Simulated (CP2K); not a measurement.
## Short convergence ladders for TiGe2 (C2, 6 atoms in the cell)

```
TiGe2
1.0
    6.16240     0.00000     0.00000
    3.13128     3.98002     0.00000
    3.03111    -0.78943     3.90095
Ti Ge
2 4
Direct
  0.75569   0.75569   0.74431
  0.50000   0.50000   0.50000
  0.08263   0.41737   0.08263
  0.41737   0.08263   0.41737
  0.16737   0.83263   0.16737
  0.83263   0.16737   0.83263
```

Base method: CP2K with LDA (Pade form), GPW, DZVP-MOLOPT-SR-GTH basis, GTH-PADE potentials (GTH_POTENTIALS).

Base settings: CUTOFF = 600 Ry; REL_CUTOFF = 40 Ry; SMEAR/METHOD = GAUSSIAN; SIGMA = 0.1 eV; KPOINTS/SCHEME = MONKHORST-PACK 3 3 3; XC_FUNCTIONAL = PADE; Ti/BASIS_SET = DZVP-MOLOPT-SR-GTH; Ti/POTENTIAL = GTH-PADE-q12; Ge/BASIS_SET = DZVP-MOLOPT-SR-GTH; Ge/POTENTIAL = GTH-PADE-q4.

**The setting basis**

Level: DFT LDA (Pade form), GPW, TZV2P-MOLOPT-SR-GTH basis, GTH-PADE potentials (GTH_POTENTIALS).

Moved along: Ti/BASIS_SET, Ge/BASIS_SET.

The second cell is the first with its lattice scaled by 0.98.

The mesh stays at the base's, so the ladder's end is converged at best in this setting alone.

The sets are ordered by size and need not be nested.

Only quantities that move along the ladder and can be compared are tabulated.

```csv
basis (functions),free energy less the last step's (meV/atom),energy of the compressed cell less the first (meV/atom),pressure (GPa),largest difference of a force vector from the last step's (eV/Å)
SZV-MOLOPT-SR-GTH (36),1888.89,-44.36,-10.53,0.080
DZVP-MOLOPT-SR-GTH (104),79.25,-11.61,-5.20,0.008
TZVP-MOLOPT-SR-GTH (138),6.83,-15.80,-5.89,0.004
TZV2P-MOLOPT-SR-GTH (172),0.00,-15.92,-5.91,0.000
```

Coarsest basis (functions) that holds the forces within 0.02 eV/Å of the last step, with all finer ones: DZVP-MOLOPT-SR-GTH (104); the step before is off by 0.080 eV/Å.

Coarsest basis (functions) that holds the free energy within 5 meV/atom: not settled: the last two steps still differ by 6.8 meV/atom, over half the tolerance, so the ladder does not show it.

Coarsest basis (functions) that holds the energy of the compressed cell less the first within 0.5 meV/atom of the last step, with all finer ones: TZVP-MOLOPT-SR-GTH (138); the step before is off by 4.3 meV/atom.

**The setting rel cutoff**

The second cell is the first with its lattice scaled by 0.98.

The mesh stays at the base's, so the ladder's end is converged at best in this setting alone.

Only quantities that move along the ladder and can be compared are tabulated.

```tsv
REL_CUTOFF	free energy less the last step's (meV/atom)	energy of the compressed cell less the first (meV/atom)	largest difference of a force vector from the last step's (eV/Å)
20 Ry	2.33	-5.83	0.009
30 Ry	0.20	-11.72	0.000
40 Ry	0.00	-11.61	0.000
50 Ry	0.00	-11.61	0.000
60 Ry	0.00	-11.61	0.000
80 Ry	0.00	-11.61	0.000
100 Ry	0.00	-11.61	0.000
```

Coarsest REL_CUTOFF that holds the free energy within 1 meV/atom of the last step, with all finer ones: 30 Ry; the step before is off by 2.3 meV/atom.

Coarsest REL_CUTOFF that holds the forces within 0.005 eV/Å of the last step, with all finer ones: 30 Ry; the step before is off by 0.009 eV/Å.

Coarsest REL_CUTOFF that holds the energy of the compressed cell less the first within 0.2 meV/atom of the last step, with all finer ones: 30 Ry; the step before is off by 5.8 meV/atom.

On the base run: the starting cell comes from a database of computed structures (which also holds hypothetical and non-ambient phases and stackings), without a prior relaxation at this level. Its lattice was rescaled by up to half a per cent. One atom was moved a little off its site on purpose. Spin polarisation is off. Values carry the incompleteness of an atom-centred basis. In the base run, with a pressure of about -5 GPa the cell is away from its equilibrium volume at this level. Without a gap this mesh is coarse (it stands for a supercell whose shortest vector is 15 Å).

Left out of this page: 1 run of the series unsound by tests on forces, stress, charge or solver warnings.
